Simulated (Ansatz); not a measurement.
# V, element substitutions

Start from V in the bcc (W type) structure (space group Im-3m, No. 229; a = 2.959 Å).

Each row replaces one element on all its sites; cell and atoms are relaxed.

Computed with PBEsol (Ansatz, an electronic-structure program, PAW, no spin-orbit coupling).

Candidates:
(a) V → Be
(b) V → Ni
(c) V → Fe

Before the change:

The shortest interatomic distance is 2.562 Å.

Task: Order them by shortest interatomic distance, highest first.

Result: (c) V → Fe (2.414 Å), (b) V → Ni (2.386 Å), (a) V → Be (2.159 Å)

The magnetic state is the one reached from the starting moments; the real material's order can differ, and small cells can't hold many antiferromagnetic ones. Stability against distortions was not tested. For Be and Ni in this form, whether it has been made was not checked. Starting moments died away, wholly or in part, for the base and V → Ni; another magnetic solution may exist. Spin-polarised in the final run: Ni and Fe; the other runs are not. This is not the structure that Be has at room temperature and ambient pressure. This is not the structure that Ni has at room temperature and ambient pressure.
